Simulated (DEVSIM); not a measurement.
Device: Ru/SiO2/p-Ge capacitor, at 300 K.

Layer 1 from the left is SiO2, thickness (nm) 2.10. Layer 2 from the left is Ge, thickness (nm) 680, Na (cm⁻³) 7.6e17.

Metal gate on the left, work function 4.7 eV. Fixed charge at the semiconductor interface 0 cm⁻² (in units of +e); no interface traps.

This is a model device: material constants are rounded textbook-type values typed into the input, and sizes, dopings and lifetimes were drawn at random. Values at 300 K.

SiO2: gap (eV) 9, affinity (eV) 0.9, permittivity 3.9. Ge: gap (eV) 0.664, affinity (eV) 4, permittivity 16, Nc (cm⁻³) 1.04e19, Nv (cm⁻³) 6e18.

Problem. Estimate by hand the flat-band voltage, the threshold voltage, and compare with a numerical solution.

Solution. 
- Flat-band voltage: C = 1.64 μF/cm², work-function difference 0.089 V; VFB = φms − qNf/C = 0.09 V; numerical 0.09 V.
- Threshold voltage: φF = 0.271 V, depletion charge √(4εqNφF) = 4.33e-7 C/cm²; VT = VFB + 2φF + Qd/C = 0.90 V; numerical 0.90 V.

Model (solved in DEVSIM): 1D Poisson equation in equilibrium, Boltzmann statistics, complete ionisation; no quantum confinement or tunnelling. Metal contacts follow the ideal Schottky-Mott rule: no Fermi-level pinning, no interface dipoles.
